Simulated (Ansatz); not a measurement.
Start from BP in the zinc blende structure (space group F-43m, No. 216).

```xyz
2
Lattice="0.0000 2.2682 2.2682 2.2682 0.0000 2.2682 2.2682 2.2682 0.0000" Properties=species:S:1:pos:R:3 pbc="T T T"
P      3.4023     3.4023     3.4023
B      0.0000     0.0000     0.0000
```

Cartesian axes are those of the cell as printed.

Method: plane-wave PAW DFT at the r2SCAN level (Ansatz, a program for electronic structure, 500 eV), no spin-orbit coupling, earlier PAW set.

Base values:

```
Item                  Result
-------------------  -------
Band gap             1.41 eV
Smallest direct gap  3.60 eV
```

The change: uniaxial strain ε_yy = +0.31 %, all other strain components held at zero; the atoms relax in the strained cell.

**Question.** Estimate the effect on the band gap and smallest direct gap.

**Answer.** The band gap decreases by 0.02 eV to 1.39 eV; the smallest direct gap drops by 0.02 eV (3.60 eV → 3.58 eV).

Stability against distortions was not tested.
